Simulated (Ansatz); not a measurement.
# CsSnI3: isotropic strain +3.43 %

Consider CsSnI3 in the cubic perovskite structure (space group Pm-3m, No. 221; a = 6.1304 Å).

The change: the cell is scaled by 1.0343 in all directions; the atoms relax in the strained cell.

Level of theory: PBEsol/PAW in Ansatz (a quantum-chemistry and plane-wave program), no spin-orbit coupling. k-mesh 8×8×8 (Γ-centred); smearing 0.05 eV (Fermi–Dirac).

| quantity | base | changed | shift |
|---|---|---|---|
| space group | Pm-3m (No. 221) | Pm-3m (No. 221) | – |
| shortest interatomic distance | 3.065 Å | 3.170 Å | +0.105 Å |
| energy relative to the base (free energy F) | 0 meV/atom | +24 meV/atom | +24 meV/atom |
| pressure | 0.0 kbar | -14.4 kbar | -14.47 kbar |
| band gap | 0.10 eV | 0.54 eV | +0.44 eV |
| gap character | direct at R | direct at R | – |
| width of the top valence band | 2.44 eV | 1.82 eV | -0.62 eV |
| electron mass (degenerate bands, along [100]) | – | 0.041, 0.74, 0.74 mₑ (at R) | – |
| hole mass | – | 0.059 mₑ (at R) | – |

Cost of the whole job for the changed cell (relaxation, final SCF and bands): around 90 core-seconds (rough).

With I present, leaving out spin-orbit coupling can change the band edges. Effective masses come from finite differences of ±0.01 Å⁻¹. No phonon test of stability was made. Many cubic perovskites are stable only at high temperature; tilts and polar distortions were not tested. A zero or small gap of CsSnI3 can be the functional's error rather than a property of the material.
